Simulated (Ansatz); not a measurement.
**Cs2O2 (space group Immm, No. 71; a cell from a computed database, its experimental status unchecked; with O–O pairs, as in a peroxide)**

```yaml
crystal:
  lattice:
    - [-2.15716, 3.22971, 3.77299]
    - [2.15716, -3.22971, 3.77299]
    - [2.15716, 3.22971, -3.77299]
  atoms:
    - { symbol: Cs, position: [0.25411, 0.25411, 0.00000] }
    - { symbol: Cs, position: [0.74589, 0.74589, 0.00000] }
    - { symbol: O, position: [0.61572, 0.00000, 0.61572] }
    - { symbol: O, position: [0.38428, 0.00000, 0.38428] }
```

Method: Kohn–Sham DFT with the r2SCAN functional, run in Ansatz (an electronic-structure program) with PAW and 500 eV plane waves, without spin-orbit coupling, earlier PAW set. Γ-centred 9×9×9 mesh, Fermi–Dirac width 0.05 eV.

| Property | Result |
|---|---|
| Volume per atom | 26.29 Å³ |
| Density | 4.70 g/cm³ |
| Band gap | 2.13 eV, indirect, Γ → k = (0.111, -0.111, 0.111) in the run's primitive reciprocal basis |
| Electron mass | 0.57 mₑ along a, 0.71 mₑ along b, 0.52 mₑ along c |
| Hole mass | 2.7 mₑ along a, 1.6 mₑ along b, 1.3 mₑ along c |
| Total energy | -3127.165 eV/atom (σ→0; compares only within this code and set-up) |

Effective masses come from finite differences of ±0.01 Å⁻¹. Stability against distortions was not tested.
